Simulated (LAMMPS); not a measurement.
Liquid films of Cu at 1360 K.

Models:
- EAM-type AlCu.adp: classical MD, pair style adp, file AlCu.adp (LAMMPS); Apostol and Mishin, Phys Rev B 83, 054116 (2011)
- EAM-type AlCu.eam.alloy: classical MD, pair style eam/alloy, file AlCu.eam.alloy (LAMMPS); Cai and Ye, Phys Rev B, 54, 8398-8410 (1996)
- EAM-type CuNi.eam.alloy: classical MD, pair style eam/alloy, file CuNi.eam.alloy (LAMMPS); Onat and Durukanoglu, J Phys Cond Matt, 26, 035404 (2014)
- EAM-type CuZr_mm.eam.fs: classical MD, pair style eam/fs, file CuZr_mm.eam.fs (LAMMPS)
- EAM-type Cu_mishin1.eam.alloy: classical MD, pair style eam/alloy, file Cu_mishin1.eam.alloy (LAMMPS); Mishin, Phys Rev B, 63, 224106 (2001)
- EAM-type Cu_zhou.eam.alloy: classical MD, pair style eam/alloy, file Cu_zhou.eam.alloy (LAMMPS); Zhou et al, Acta Mater, 49, 4005 (2001)
- EAM-type smf7: classical MD, pair style eam, the elements' _smf7.eam files (smf7) (LAMMPS); Foiles, Phys Rev B 32, 7685 (1985)
- EAM-type universal-3 set of Foiles, Baskes and Daw: classical MD, pair style eam, the elements' _u3.eam files (universal-3 set of Foiles, Baskes and Daw) (LAMMPS); Foiles et al, Phys Rev B, 33, 7983 (1986)
- MEAM library.meam-Cu: classical MD, pair style meam, file library.meam (library.meam-Cu) (LAMMPS); Baskes, Phys Rev B, 46, 2727-2742 (1992)

```
potential                                           surface tension  excess energy  rough cost (ms per atom and simulated ps)
--------------------------------------------------  ---------------  -------------  -----------------------------------------
EAM-type AlCu.adp                                   0.94 ± 0.02 N/m       1.2 J/m²                                    3 to 10
EAM-type AlCu.eam.alloy                             0.72 ± 0.02 N/m       1.1 J/m²                                     1 to 3
EAM-type CuNi.eam.alloy                             1.61 ± 0.02 N/m       1.8 J/m²                                     1 to 3
EAM-type CuZr_mm.eam.fs                             0.53 ± 0.03 N/m      0.89 J/m²                                     1 to 3
EAM-type Cu_mishin1.eam.alloy                       0.95 ± 0.02 N/m       1.2 J/m²                                     1 to 3
EAM-type Cu_zhou.eam.alloy                          1.08 ± 0.02 N/m       1.3 J/m²                                    3 to 10
EAM-type smf7                                       0.77 ± 0.02 N/m       1.0 J/m²                                   0.3 to 1
EAM-type universal-3 set of Foiles, Baskes and Daw  0.84 ± 0.03 N/m       1.2 J/m²                                     1 to 3
MEAM library.meam-Cu                                0.70 ± 0.04 N/m       1.2 J/m²                                    3 to 10
```

Costs are rough: whole-run CPU time with set-up and analysis, from shared machines, in bands a factor of about three wide.

Caution: the potential MEAM library.meam-Cu is a first-neighbour MEAM set with a 4 Å cutoff, used here without a parameter file and away from the static properties it was fitted to.

Uncertainties are statistical and leave out the potential's own error.
